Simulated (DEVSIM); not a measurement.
Structure: abrupt Ge n-p junction, at 350 K.

Layer 1 from the left is Ge, thickness (μm) 6.90, Nd (cm⁻³) 1.3e17, τn (s) 3.1e-6, τp (s) 3.1e-6. Layer 2 from the left is Ge, thickness (μm) 3.20, Na (cm⁻³) 6.2e16, τn (s) 3.1e-6, τp (s) 3.1e-6.

Left contact: ohmic. Right contact: ohmic. Voltage is applied to the left contact. Recombination: SRH at mid-gap, radiative. Mobility is constant in doping.

This is a model device: material constants are rounded textbook-type values typed into the input, and sizes, dopings and lifetimes were drawn at random. Values at 300 K; Nc and Nv go as T^1.5, mobilities as T to minus their exponent, the gap by Varshni's rule with the affinity fixed.

Ge: gap (eV) 0.664, affinity (eV) 4, permittivity 16, Nc (cm⁻³) 1.04e19, Nv (cm⁻³) 6e18, μn (cm²/Vs) 3900, μp (cm²/Vs) 1900, T exponent of μn 1.66, T exponent of μp 2.33, B (cm³/s) 6.4e-14, Varshni α (eV/K) 0.000477, Varshni β (K) 235.

Q: Estimate by hand the built-in potential, the peak field at zero bias, and compare with a numerical solution.

A: 
- Built-in potential: ni = √(Nc Nv) exp(−Eg/2kT) = 2.28e14 cm⁻³ with Eg = 0.644 eV; Vbi = kT/q ln(Na Nd/ni²) = 0.360 V; numerical 0.360 V.
- Peak field at zero bias: depletion approximation: W = √(2εVbi/(qN)) = 0.123 μm with N = 4.20e16 cm⁻³; field = 2Vbi/W = 58500 V/cm; numerical 53500 V/cm (estimate above by 9.3 %).

Simulated with DEVSIM: 1D drift-diffusion, Boltzmann statistics, complete ionisation; no tunnelling, impact ionisation, image-force lowering or self-heating.
